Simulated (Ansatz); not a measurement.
The reference is Cu in the fcc (Cu type) structure (space group Fm-3m, No. 225; a = 3.5184 Å; relaxed with 0.1 eV smearing).

Calculations: Kohn–Sham DFT with the LDA functional, run in Ansatz (a first-principles code) with PAW and 420 eV plane waves, no spin-orbit coupling.

Base values:

* **Pressure**: 0.0 GPa

Perturbation: every lattice vector is shortened by 1.50 %, atoms relaxed at fixed cell.

Problem. How does this affect the energy relative to the base and pressure?

Solution. The energy rises by 14 meV/atom; the pressure goes from zero to 9.6 GPa.

The cells carry an imposed strain or load. Stability against distortions was not tested. The final runs are not spin-polarised.
